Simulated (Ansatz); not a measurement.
# CrI3: pressure series

Take CrI3 in the BiI3 type structure (space group R-3, No. 148; ferromagnetic; layered, stacked along the Cartesian z axis) as the base.

```
CELL_PARAMETERS angstrom
      3.40891     1.96813     6.49190
     -3.40891     1.96813     6.49190
      0.00000    -3.93627     6.49190
ATOMIC_POSITIONS crystal
  Cr 0.33385 0.33385 0.33385
  Cr 0.66615 0.66615 0.66615
  I  0.07827 0.73183 0.42932
  I  0.42932 0.07827 0.73183
  I  0.73183 0.42932 0.07827
  I  0.92173 0.26817 0.57068
  I  0.57068 0.92173 0.26817
  I  0.26817 0.57068 0.92173
```

Cell and atoms are relaxed at each pressure.

Calculations: Kohn–Sham DFT with the PBE-D3(BJ) functional, run in Ansatz (a program for electronic structure) with PAW and 420 eV plane waves, without spin-orbit coupling, earlier PAW set.

Candidates:
(a) pressure 0.7 GPa
(b) pressure 0.3 GPa
(c) pressure 1.5 GPa

Before the change:

```
Quantity    Value
--------  -------
Band gap  1.09 eV
```

### Question
Order them by band gap, highest first.

### Answer
(b) pressure 0.3 GPa (1.07 eV), (a) pressure 0.7 GPa (1.05 eV), (c) pressure 1.5 GPa (1.00 eV)

Other magnetic orders, which the real material may have, were not ruled out. With I present, leaving out spin-orbit coupling can change the band edges. Load acts through the strain it causes; cell and atoms are relaxed under it. Stability against distortions was not tested.
